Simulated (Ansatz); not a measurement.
**Pressure series in hypothetical rock salt GaAs**

The parent structure is GaAs in the rock salt structure (space group Fm-3m, No. 225; a = 5.3035 Å; a hypothetical phase, not in the database extracts checked).

Cell and atoms are relaxed at each pressure.

Method: PBEsol, PAW, 420 eV (Ansatz, a first-principles code; no SOC).

Notes on the quantities. enthalpy: H = E + PV relative to the base's energy.

```csv
change,enthalpy,lattice parameter a
base,–,5.303 Å
pressure −2 GPa,-0.24 eV/atom,5.350 Å
pressure −1 GPa,-0.12 eV/atom,5.326 Å
pressure 0.3 GPa,+0.03 eV/atom,5.297 Å
pressure 0.7 GPa,+0.08 eV/atom,[?]
pressure 1.5 GPa,+0.17 eV/atom,5.273 Å
pressure 3 GPa,+0.34 eV/atom,[?]
pressure 5 GPa,+0.57 eV/atom,5.210 Å
pressure 7.5 GPa,+0.84 eV/atom,5.170 Å
pressure 10 GPa,+1.11 eV/atom,5.135 Å
```

Question: Some entries are withheld; estimate them.

Answer: 
- pressure 0.7 GPa, lattice parameter a: 5.289 Å
- pressure 3 GPa, lattice parameter a: 5.244 Å

Load acts through the strain it causes; cell and atoms are relaxed under it. Whether these cells are dynamically stable was not tested. Competing high-pressure phases were not computed. All final runs are without spin polarisation.
